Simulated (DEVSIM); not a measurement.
## abrupt Si n-p junction

System: abrupt Si n-p junction, at 300 K.

```
layer (left to right)  material  thickness (μm)  Nd (cm⁻³)  Na (cm⁻³)  τn (s)  τp (s)
---------------------  --------  --------------  ---------  ---------  ------  ------
1                            Si            2.00     7.6e16          -  9.3e-7  9.3e-7
2                            Si            16.0          -     3.5e16  9.3e-7  9.3e-7
```

Left contact: ohmic. Right contact: ohmic. Voltage is applied to the left contact. Recombination: SRH at mid-gap. Gap narrowing is on: ΔEg = 6.92 meV × (l + √(l² + 0.5)), l = ln(N/1.3e17 cm⁻³), shared equally by both band edges. Mobility is constant in doping.

The device is made up for the run: typed textbook-type constants, with dimensions and the other settings drawn at random. Values at 300 K.

```
parameter           Si
-------------  -------
gap (eV)         1.124
affinity (eV)     4.05
permittivity      11.7
Nc (cm⁻³)      2.86e19
Nv (cm⁻³)       3.1e19
μn (cm²/Vs)       1417
μp (cm²/Vs)        470
```

Simulated with DEVSIM: 1D drift-diffusion, Boltzmann statistics, complete ionisation; no tunnelling, impact ionisation, image-force lowering or self-heating.

| Quantity | Result |
|---|---|
| Potential step across the device at zero bias | 0.793 V |
| Largest field in the device at zero bias | 74000 V/cm |
| Dark forward voltage at 1 A/cm² | 0.627 V |
| Dark forward voltage at 100 A/cm² | 0.771 V |

Dark forward current:

(V (V), J (A/cm²)): (-0.05, -2.5e-9); (-0.10, -9.7e-9); (-0.15, -3.4e-8); (-0.20, -1.4e-7); (-0.25, -6.7e-7); (-0.30, -3.8e-6); (-0.35, -2.4e-5); (-0.40, -0.00016); (-0.45, -0.0011); (-0.50, -0.0075); (-0.60, -0.36); (-0.65, -2.4); (-0.70, -15); (-0.75, -63); (-0.80, -190); (-0.85, -410); (-0.90, -740); (-0.95, -1200); (-1.00, -1800); (-1.05, -2500)

Small-signal capacitance in reverse bias (quasi-static):

```csv
V (V),C (nF/cm²)
0.4,41.7
1,33.8
2,26.9
3,23.1
4,20.5
6,17.2
```
